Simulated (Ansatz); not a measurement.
# Hypothetical diamond Ag: thickness series

Consider Ag in the diamond structure (space group Fd-3m, No. 227; a = 6.038 Å; a hypothetical phase, not in the database extracts checked). Axes: x, y, z lie along the cube axes.

Free-standing slabs (2 atom(s) a layer) normal to [110] with 15 Å of vacuum; in-plane cell held at bulk.

Method: PBEsol (Ansatz, a program for electronic structure; PAW; 420 eV plane waves; spin-orbit coupling left out).

Notes on the quantities. excess energy per area of both faces: slab less bulk energy over the cell's area: twice a surface energy; uncertain by up to 0.09 J/m²; layer's space group: with vacuum.

| case | excess energy per area of both faces | shortest interatomic distance | layer's space group | thickness between the outermost nuclei |
|---|---|---|---|---|
| base | – | 2.615 Å | – | – |
| 1 layer | – | 2.581 Å | Pmma (No. 51) | – |
| 2 layers | 0.83 J/m² | 2.618 Å | Pmna (No. 53) | 2.17 Å |
| 3 layers | 0.86 J/m² | 2.621 Å | Pmma (No. 51) | 4.35 Å |
| 4 layers | 0.87 J/m² | 2.619 Å | Pmna (No. 53) | 6.49 Å |
| 5 layers | 0.9 J/m² | 2.615 Å | Pmma (No. 51) | 8.63 Å |
| 6 layers | 0.9 J/m² | 2.617 Å | Pmna (No. 53) | 10.78 Å |
| 7 layers | 0.9 J/m² | 2.609 Å | Pmma (No. 51) | 12.91 Å |

The excess energy carries the mismatch between the slab's and the bulk's meshes. Stability against distortions was not tested.
